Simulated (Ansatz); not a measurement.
Take YSb in the rock salt structure (space group Fm-3m, No. 225; a = 6.116 Å; relaxed with 0.1 eV smearing) as the base. Axes: x, y, z lie along the cube axes.

Level of theory: Kohn–Sham DFT with the PBEsol functional, run in Ansatz (an electronic-structure program) with PAW and 420 eV plane waves, without spin-orbit coupling.

For the base:

- Pressure = 0.0 GPa
- Shortest interatomic distance = 3.058 Å

Perturbation: a pure shear with ε_xy = ε_yx = -0.0162; the atoms relax in the strained cell.

Problem. How does this affect the energy relative to the base?

Solution. The energy increases by 2.2 meV/atom.

Problem. What happens to the pressure?

Solution. The pressure (mean of the normal stresses, compression positive) remains 0.0 GPa.

Problem. How does this affect the shortest interatomic distance?

Solution. The shortest interatomic distance stays 3.058 Å.

Whether these cells are dynamically stable was not tested. The final runs are not spin-polarised.
